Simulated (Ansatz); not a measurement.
The parent structure is ZnS in the wurtzite structure (space group P6_3mc, No. 186).

```xyz
4
Lattice="3.8451 0.0000 0.0000 -1.9226 3.3300 0.0000 0.0000 0.0000 6.3057" Properties=species:S:1:pos:R:3 pbc="T T T"
Zn     1.9226     1.1100     6.3048
Zn     0.0000     2.2200     3.1519
S      1.9226     1.1100     3.9433
S      0.0000     2.2200     0.7904
```

Cartesian axes are those of the cell as printed.

Calculations: PBE, PAW, 420 eV (Ansatz, a quantum-chemistry and plane-wave program; spin-orbit coupling left out), earlier PAW set.

For the base:

Electron mass: 0.16 mₑ along c, 0.18 mₑ across (at Γ)
Pressure: 0.00 GPa

Modification: the cell is compressed by 1.08 % along z with no lateral relaxation; the atoms relax in the strained cell.

Q: Predict the new electron mass, energy relative to the base and pressure.

A: The electron mass changes from 0.16 mₑ along c, 0.18 mₑ across (at Γ) to 0.16 mₑ along z, 0.18 mₑ across (at Γ); the energy goes up by 1.0 meV/atom; the pressure (mean of the normal stresses, compression positive) goes from zero to 0.79 GPa.

The levels and masses belong to the bands next to the band gap. Masses are band curvatures over ±0.01 Å⁻¹ around the edge. No phonon test of stability was made.
